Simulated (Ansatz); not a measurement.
Base system: LiF in the rock salt structure (space group Fm-3m, No. 225; a = 3.990 Å).

Now apply this change: cell and atoms relaxed at a pressure of 15 GPa.

The values are results of r2SCAN (Ansatz, an electronic-structure program; PAW; 500 eV plane waves; no SOC), not measurements.

Base, band edges from the VBM (valence, conduction): X -1.04, 16.31; W -0.84, 16.48; L -0.25, 12.01; Γ 0.00, 10.33; K -0.77, 15.85; U -0.77, 15.85 eV.

### Question
Give the band edges at the high-symmetry points of the new zone, measured from its valence-band maximum.

### Answer
```tsv
point	valence edge (eV)	conduction edge (eV)
Γ	0.00	11.84
X	-1.29	17.84
U	-0.96	16.92
K	-0.96	16.92
L	-0.31	12.85
W	-1.00	17.76
```

The gap is 11.84 eV, direct at Γ.

Load acts through the strain it causes; cell and atoms are relaxed under it. Stability against distortions was not tested. No other phases were tried under pressure.
